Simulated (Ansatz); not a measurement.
Defect migration in zinc-blende GaN: Ga vacancy, charge state -3. Method: PBE, PAW (plane waves to 420 eV; Ansatz, a first-principles code).

64-site cell at the relaxed PBE lattice, one k-point at (0.250, 0.250, 0.250), smearing 0.01 eV, spin-restricted, no finite-size correction. No zero-point or tunnelling terms. The host's phase is taken as given; its stability against other phases was not computed. The charge state is imposed; whether it is stable for some Fermi level was not computed. Forms of the defect that were not tried may lie lower.

Barriers: single points on a 2×2×2 k-point mesh shifted by half a step at the bands' geometries.

Relaxed starting cell (atoms counted from 1):

```yaml
crystal:
  lattice:
    - [9.09713, 0.00000, 0.00000]
    - [0.00000, 9.09713, 0.00000]
    - [0.00000, 0.00000, 9.09713]
  atoms:
    - { symbol: Ga, position: [0.00003, 0.99992, 0.50055] }
    - { symbol: Ga, position: [0.99996, 0.49988, 0.00054] }
    - { symbol: Ga, position: [0.00005, 0.50003, 0.50054] }
    - { symbol: Ga, position: [0.50006, 0.99983, 0.00066] }
    - { symbol: Ga, position: [0.50019, 0.99986, 0.50063] }
    - { symbol: Ga, position: [0.50018, 0.49997, 0.00047] }
    - { symbol: Ga, position: [0.50014, 0.49995, 0.50060] }
    - { symbol: N, position: [0.12539, 0.12532, 0.37591] }
    - { symbol: N, position: [0.13392, 0.13375, 0.86642] }
    - { symbol: N, position: [0.12499, 0.62323, 0.37719] }
    - { symbol: N, position: [0.12561, 0.62443, 0.87520] }
    - { symbol: N, position: [0.62338, 0.12480, 0.37727] }
    - { symbol: N, position: [0.62447, 0.12548, 0.87533] }
    - { symbol: N, position: [0.62517, 0.62507, 0.37574] }
    - { symbol: N, position: [0.62376, 0.62356, 0.87596] }
    - { symbol: Ga, position: [0.99696, 0.24586, 0.24653] }
    - { symbol: Ga, position: [0.00292, 0.24592, 0.75436] }
    - { symbol: Ga, position: [0.00294, 0.75394, 0.24657] }
    - { symbol: Ga, position: [0.99732, 0.75412, 0.75467] }
    - { symbol: Ga, position: [0.50083, 0.24935, 0.25012] }
    - { symbol: Ga, position: [0.49913, 0.24942, 0.75100] }
    - { symbol: Ga, position: [0.49918, 0.75046, 0.25009] }
    - { symbol: Ga, position: [0.50115, 0.75043, 0.75113] }
    - { symbol: N, position: [0.12543, 0.37531, 0.12600] }
    - { symbol: N, position: [0.12491, 0.37659, 0.62385] }
    - { symbol: N, position: [0.13391, 0.86586, 0.13427] }
    - { symbol: N, position: [0.12566, 0.87452, 0.62509] }
    - { symbol: N, position: [0.62332, 0.37659, 0.12544] }
    - { symbol: N, position: [0.62519, 0.37513, 0.62572] }
    - { symbol: N, position: [0.62465, 0.87457, 0.12616] }
    - { symbol: N, position: [0.62378, 0.87536, 0.62433] }
    - { symbol: Ga, position: [0.24603, 0.99689, 0.24655] }
    - { symbol: Ga, position: [0.24611, 0.00261, 0.75449] }
    - { symbol: Ga, position: [0.24956, 0.50066, 0.25007] }
    - { symbol: Ga, position: [0.24959, 0.49898, 0.75098] }
    - { symbol: Ga, position: [0.75401, 0.00283, 0.24661] }
    - { symbol: Ga, position: [0.75425, 0.99730, 0.75478] }
    - { symbol: Ga, position: [0.75054, 0.49905, 0.25007] }
    - { symbol: Ga, position: [0.75065, 0.50098, 0.75112] }
    - { symbol: N, position: [0.37542, 0.12528, 0.12607] }
    - { symbol: N, position: [0.37667, 0.12469, 0.62393] }
    - { symbol: N, position: [0.37675, 0.62317, 0.12541] }
    - { symbol: N, position: [0.37531, 0.62497, 0.62571] }
    - { symbol: N, position: [0.86598, 0.13369, 0.13427] }
    - { symbol: N, position: [0.87472, 0.12556, 0.62510] }
    - { symbol: N, position: [0.87467, 0.62446, 0.12612] }
    - { symbol: N, position: [0.87552, 0.62360, 0.62422] }
    - { symbol: Ga, position: [0.24605, 0.24584, 0.99765] }
    - { symbol: Ga, position: [0.24949, 0.24932, 0.50134] }
    - { symbol: Ga, position: [0.24616, 0.75372, 0.00347] }
    - { symbol: Ga, position: [0.24970, 0.75035, 0.49967] }
    - { symbol: Ga, position: [0.75379, 0.24595, 0.00348] }
    - { symbol: Ga, position: [0.75050, 0.24948, 0.49968] }
    - { symbol: Ga, position: [0.75422, 0.75413, 0.99779] }
    - { symbol: Ga, position: [0.75066, 0.75056, 0.50162] }
    - { symbol: N, position: [0.37512, 0.37495, 0.37570] }
    - { symbol: N, position: [0.37672, 0.37658, 0.87577] }
    - { symbol: N, position: [0.37677, 0.87512, 0.37729] }
    - { symbol: N, position: [0.37550, 0.87436, 0.87526] }
    - { symbol: N, position: [0.87524, 0.37668, 0.37725] }
    - { symbol: N, position: [0.87458, 0.37526, 0.87515] }
    - { symbol: N, position: [0.87468, 0.87457, 0.37604] }
    - { symbol: N, position: [0.86629, 0.86611, 0.86672] }
```
Cell charge -3.

End state 1 differs by these moves (Å; atoms that move under 0.08 Å are left out):

```json
[
 {"atom": "9", "element": "N", "Δx": "-0.08", "Δy": "-0.07", "Δz": "0.07"},
 {"atom": "10", "element": "N", "Δx": "0.08", "Δy": "-0.07", "Δz": "0.07"},
 {"atom": "18", "element": "Ga", "Δx": "0.00", "Δy": "2.20", "Δz": "-2.20"},
 {"atom": "26", "element": "N", "Δx": "0.00", "Δy": "0.16", "Δz": "-0.16"},
 {"atom": "36", "element": "Ga", "Δx": "0.00", "Δy": "-0.06", "Δz": "0.06"},
 {"atom": "44", "element": "N", "Δx": "0.08", "Δy": "-0.08", "Δz": "-0.08"},
 {"atom": "46", "element": "N", "Δx": "-0.08", "Δy": "-0.08", "Δz": "-0.08"},
 {"atom": "54", "element": "Ga", "Δx": "0.00", "Δy": "-0.06", "Δz": "0.06"},
 {"atom": "62", "element": "N", "Δx": "-0.08", "Δy": "0.08", "Δz": "0.08"},
 {"atom": "63", "element": "N", "Δx": "0.08", "Δy": "0.08", "Δz": "0.08"}
]
```

Task: Give the forward and backward barriers to end state 1 at the level PBE, PAW.

Result: forward 2.12 eV, backward 2.12 eV; at the saddle point atom 18 has neighbours N at 1.81, 2 N at 2.30, 2 N at 2.32 Å. The program found a first-order saddle point.
